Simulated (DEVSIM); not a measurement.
Device: TaN/SiO2/n-Si capacitor, at 300 K.

```csv
layer (left to right),material,thickness (nm),Nd (cm⁻³)
1,SiO2,2.40,-
2,Si,1500,1.4e17
```

Metal gate on the left, work function 4.4 eV. Fixed charge at the semiconductor interface -6.6e10 cm⁻² (in units of +e); interface traps 4.2e10 cm⁻² eV⁻¹, uniform in energy, neutral level at 0.5 of the gap above the valence band.

This is a model device: material constants are rounded textbook-type values typed into the input, and sizes, dopings and lifetimes were drawn at random. Values at 300 K.

```tsv
parameter	SiO2	Si
gap (eV)	9	1.124
affinity (eV)	0.9	4.05
permittivity	3.9	11.7
Nc (cm⁻³)	-	2.86e19
Nv (cm⁻³)	-	3.1e19
```

Model (solved in DEVSIM): 1D Poisson equation in equilibrium, Boltzmann statistics, complete ionisation; no quantum confinement or tunnelling. Metal contacts follow the ideal Schottky-Mott rule: no Fermi-level pinning, no interface dipoles.

**Question.** Tabulate band edges, carrier densities and field at -0.4 V on the gate.

**Answer.** Energies count from the Fermi level of the right contact; mesh points crowd at the junctions.

```
x (μm)     Ec (eV)  Ev (eV)  n (cm⁻³)  p (cm⁻³)  field (V/cm)
---------  -------  -------  --------  --------  ------------
0.000        3.900   -5.100     < 1e2     < 1e2       -410000
0.0007600    3.869   -5.131     < 1e2     < 1e2       -410000
0.001560     3.836   -5.164     < 1e2     < 1e2       -410000
0.002320     3.805   -5.195     < 1e2     < 1e2       -410000
0.003856     0.632   -0.492     7.0e8    1.7e11       -140000
0.006219     0.599   -0.525     2.5e9    4.6e10       -140000
0.01071      0.539   -0.585    2.5e10     4.6e9       -130000
0.02408      0.388   -0.736    8.7e12     1.3e7        -99000
0.04470      0.231   -0.893    3.8e15     30000        -54000
0.08676      0.141   -0.983    1.2e17       950         -3200
0.1639       0.138   -0.986    1.4e17       830           ≈ 0
0.3935       0.138   -0.986    1.4e17       830           ≈ 0
0.7475       0.138   -0.986    1.4e17       830           ≈ 0
1.095        0.138   -0.986    1.4e17       830           ≈ 0
1.334        0.138   -0.986    1.4e17       830           ≈ 0
1.415        0.138   -0.986    1.4e17       830           ≈ 0
1.458        0.138   -0.986    1.4e17       830           ≈ 0
1.480        0.138   -0.986    1.4e17       830           ≈ 0
1.494        0.138   -0.986    1.4e17       830           ≈ 0
1.498        0.138   -0.986    1.4e17       830           ≈ 0
1.501        0.138   -0.986    1.4e17       830           ≈ 0
1.502        0.138   -0.986    1.4e17       830           ≈ 0
```
